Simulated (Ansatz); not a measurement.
Response to strain in hypothetical P6_3/mmc HgI2

Consider HgI$_{2}$ in the 2H-MoS2 type structure (space group P6_3/mmc, No. 194; a = 4.166 Å, c = 14.183 Å; a hypothetical phase, not in the database extracts checked). Axes: x lies along a and z along c of the hexagonal cell.

Strains are applied to the cell and any free atomic positions relax; under biaxial strain the out-of-plane vector relaxes too.

All numbers come from PBE-D3(BJ)/PAW in Ansatz (an electronic-structure program), without spin-orbit coupling.

Candidates:
(a) isotropic strain −4.21 %
(b) biaxial strain +3.47 %, plane normal [001], relaxed out of plane
(c) isotropic strain +4.21 %

Base values:

| Item | Value |
|---|---|
| Band gap | 0.34 eV |

Q: Order them by band gap, highest first.

A: (c) isotropic strain +4.21 % (0.59 eV), (b) biaxial strain +3.47 %, plane normal [001], relaxed out of plane (0.25 eV), (a) isotropic strain −4.21 % (zero)

A case with no gap was solved on a k-mesh chosen for an insulator, which is coarse for it. With Hg and I present, leaving out spin-orbit coupling can change the band edges. No phonon test of stability was made. The final runs are not spin-polarised. A zero or small gap of HgI2 under isotropic strain −4.21 % and HgI2 under biaxial strain +3.47 %, plane normal [001], relaxed out of plane can be the functional's error rather than a property of the material.
